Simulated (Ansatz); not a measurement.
**Hypothetical zinc blende TlBr, element substitutions**

Take TlBr in the zinc blende structure (space group F-43m, No. 216; a hypothetical phase, not in the database extracts checked) as the base.

```
CELL_PARAMETERS angstrom
      0.00000     3.65535     3.65535
      3.65535     0.00000     3.65535
      3.65535     3.65535     0.00000
ATOMIC_POSITIONS crystal
  Br 0.75000 0.75000 0.75000
  Tl 0.00000 0.00000 0.00000
```

Each row replaces one element on all its sites; cell and atoms are relaxed.

Calculations: PBEsol (Ansatz, a program for electronic structure), scalar-relativistic without spin-orbit coupling, earlier PAW set.

Q: Only one of these keeps a band gap. Which?
(A) Tl → Bi
(B) Tl → B
(C) Tl → Ti

A: B, Tl → B. Computed: Tl → Bi: zero; Tl → Ti: zero; Tl → B: 0.43 eV

The magnetic state is the one reached from the starting moments; the real material's order can differ, and small cells can't hold many antiferromagnetic ones. Spin-orbit coupling, missing from the scalar runs, can matter with Tl. Stability against distortions was not tested. As relaxed here, BiBr, TiBr and BBr are hypothetical phases, not in the database extracts checked. No Hubbard U is applied, and correlation can decide whether such a compound is a metal. Spin-polarised in the final run: TiBr; the other runs are not.
